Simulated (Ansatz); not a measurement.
A user runs Ansatz (a first-principles code) on BaIn₉Ir₂ (P6/mmm, 12 atoms in the cell) and asks whether the run is sound. The aim is a self-consistent single point with DFT, PBEsol, plane waves, default PAW files made with PBE.

Cell that was meant: a = 8.8548 Å, b = 8.8548 Å, c = 4.2696 Å, α = 90.00°, β = 90.00°, γ = 120.00°.

Part of the input:

Ansatz 0.2 input:
```yaml
  pseudopotentials: { kind: paw }
scf:
  occupations: { method: gaussian, width: 0.05 }
  max_iter: 40
  convergence: { dr2_threshold: 1.0e-22 eV }
output:
  forces: true
  eigenvalues: true
```

Log, with long lists cut:

```
   [... lines left out ...]
PAW frozen core: In, regenerated for the run's functional, and the local potential with it
Initial density: superposition of atomic densities (neutral atoms: chi_scale 0, normalization atom), corrected by the library's trained network
Initial wavefunctions: pseudopotential atomic-orbital guess
Eigensolver: davidson
Functional: x = pbesol(κ = 0.804, μ = 0.12345679012345678), c = pbesol(β = 0.046)
SCF iter   1: F=—  HF=-79192.793753 eV  |F-HF|=—  |Δ(HF+E_count)|=         —  Δρ=6.77e-3  dr2=2.38e-1  ethr=1.77e-3  ⟨swp⟩=8.6  Hψ=4941  notcnv=0  defer=6
all-band conjugate gradients solve this SCF's bands
preconditioner: auto → Kerker (q_TF=auto, 2.474 Å⁻¹)
SCF iter   2: F=—  HF=-79192.764309 eV  |F-HF|=—  |Δ(HF+E_count)|=   2.94e-2  Δρ=3.45e-3  dr2=9.96e-2  ethr=1.48e-4  ⟨swp⟩=1.6  Hψ=1436  notcnv=0  defer=44
   [... lines left out ...]
SCF iter  18: F=—  HF=-79192.746155 eV  |F-HF|=—  |Δ(HF+E_count)|=  1.46e-11  Δρ=1.02e-12  dr2=4.09e-21  ethr=9.19e-19 (applied; sched 1.00e-12)  ⟨swp⟩=1.2  Hψ=1052  notcnv=0  defer=115
SCF iter  19: F=—  HF=-79192.746155 eV  |F-HF|=—  |Δ(HF+E_count)|=  2.91e-11  Δρ=2.44e-13  dr2=2.65e-22  ethr=9.19e-19 (applied; sched 1.00e-12)  ⟨swp⟩=1.0  Hψ=1049  notcnv=0  defer=115
SCF iter  20: F=-79192.746155 eV  HF=-79192.746155 eV  |F-HF|=0.00e0  |Δ(HF+E_count)|=  2.91e-11  Δρ=6.29e-14  dr2=2.02e-23  ethr=1.00e-12  ⟨swp⟩=8.6  Hψ=3056  notcnv=0
SCF 1 converged in 20 iterations: F = -79192.746155 eV  dr2 = 2.02e-23
Free energy (F): -79192.746155 eV
Internal energy: -79192.741612 eV  (E = F + TS)
E sigma→0 (E₀):  -79192.743883 eV
Entropy (-TS):   -0.004543 eV (-0.379 meV/atom)
Fermi energy:    12.305341 eV
--- Forces (eV/Å), atoms counted from 1 ---
  atom   1  Ir    -0.00000000    -0.00000000     0.00000000
  atom   2  Ir     0.00000000     0.00000000     0.00000000
  atom   3  Ba     0.00000000     0.00000000     0.00000000
  atom   4  In    -0.06780449    -0.03914694     0.00000000
  atom   5  In     0.00000000    -0.07829388     0.00000000
  atom   6  In     0.06780449    -0.03914694     0.00000000
  atom   7  In     0.06780449     0.03914694     0.00000000
   [... lines left out ...]
  atom  12  In    -0.00000000    -0.00000000     0.00000000
--- Stress (GPa, compression-positive) ---
        0.657635       0.000000       0.000000
       -0.000000       0.657635       0.000000
        0.000000       0.000000       0.538344
  P = ⅓ Tr σ = 0.6179 GPa (6.179 kbar)
  The stress holds the Pulay correction. Without it, at fixed plane waves, as pw.x and ABINIT print it: P = 0.5719 GPa
```

Q: Is this run sound? If not, what is wrong?

A: The results can be used. The input holds a threshold far tighter than needed, beside a limit on iterations, which can do harm: each further decade of the residual costs iterations, and near the noise of double precision and of the grids the loop may never get there. Here it did none. The run converged in 20 iterations, and against the sound input the free energy hardly moves (within 1 meV/atom), the pressure stays at 0.62 GPa and the largest force stays at 0.078 eV/Å. It cost iterations: the sound input took 7.

An input that runs soundly differs in these lines (not the only fix; some lines may just follow from the change or write a value another way):
```diff
-  max_iter: 40
-  convergence: { dr2_threshold: 1.0e-22 eV }
```

With that input, the run converged in 7 iterations: free energy E − TS (on the zero of these files) -79192.7462 eV; Fermi level (on the code's own zero) 12.31 eV; pressure 0.62 GPa; largest force (vector length) 0.078 eV/Å (DFT, PBEsol, plane waves, default PAW files made with PBE).

On the sound input: the starting cell comes from a database of published, mostly measured structures (it also holds non-ambient and calculated ones), without a prior relaxation at this level. Spin polarisation is off. Ansatz's pressure includes its estimate of the finite-basis (Pulay) stress.
